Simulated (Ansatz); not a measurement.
Start from Mg2Sn (space group Fm-3m, No. 225; relaxed with 0.1 eV smearing).

```
CELL_PARAMETERS angstrom
      0.00000     3.33192     3.33192
      3.33192     0.00000     3.33192
      3.33192     3.33192     0.00000
ATOMIC_POSITIONS crystal
  Mg 0.25000 0.25000 0.25000
  Mg 0.75000 0.75000 0.75000
  Sn 0.00000 0.00000 0.00000
```

All numbers come from Ansatz (a first-principles code) LDA, no SOC.

Strains are applied to the cell and any free atomic positions relax.

One change was made to it. Results:

| quantity | base | after |
|---|---|---|
| energy relative to the base (free energy F) | 0 meV/atom | +26 meV/atom |
| pressure | 0.0 GPa | -3.4 GPa |
| band gap | zero | zero |

Q: Which change produced these results?
A) isotropic strain +0.50 %
B) isotropic strain +3.00 %
C) isotropic strain −0.50 %
D) isotropic strain +2.00 %
E) isotropic strain +1.00 %

A: B, isotropic strain +3.00 %. For comparison, the energy relative to the base in the other runs: isotropic strain −0.50 % gives +0.8 meV/atom; isotropic strain +0.50 % gives +0.8 meV/atom; isotropic strain +2.00 % gives +12 meV/atom; isotropic strain +1.00 % gives +3.1 meV/atom.

Stability against distortions was not tested.
